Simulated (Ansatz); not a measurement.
The starting structures come from a database of crystals and need not be the phases stable at ambient conditions.

Crystal: RuS2 (Pa-3, not sure to be the ambient phase, 12 atoms a cell, 14.9 Å³ an atom); both levels run on this one cell.

Complex bands along the normal of (001) by Ansatz (plane waves, PAW, no spin-orbit coupling). r2SCAN gives a gap of 0.93 eV and a slowest mid-gap decay of 0.197 1/Å.

**Question.** What does PBE give on the same cell, and what does that do to the current through 2 nm?

**Answer.** Gap 0.74 eV, κ = 0.179 1/Å. The mid-gap transmission through 2 nm changes by exp(2 × 20 × (0.197 − 0.179)) = a factor of 2.1 against r2SCAN.

Ansatz is a first-principles code.
